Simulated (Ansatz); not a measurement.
## A constructed model of the (111) surface of fcc Pd, a pseudomorphic layer of Ir in the other hollow (bottom of the slab: a bare face, its two planes held)

All values below come from PBE (plane waves to 420 eV, PAW; Ansatz, an electronic-structure program).

Slab: 7 atoms, 13.8 Å thick at the start; k 15x15x1, smearing 0.1 eV, dipole-corrected; 2 atoms held, the rest relaxed; start symmetry kept, larger cells not searched; no spin, no spin-orbit, no U. In PBE it lies 0.06 eV a 1x1 cell over the lowest computed structure of the same composition (a pseudomorphic layer of Ir in the host's stacking).

```
Property                                            Result
-----------------------------  ---------------------------
work function of the top face                      5.69 eV
energy released by relaxation                      0.13 eV
cost                           very roughly 3 core-minutes
```
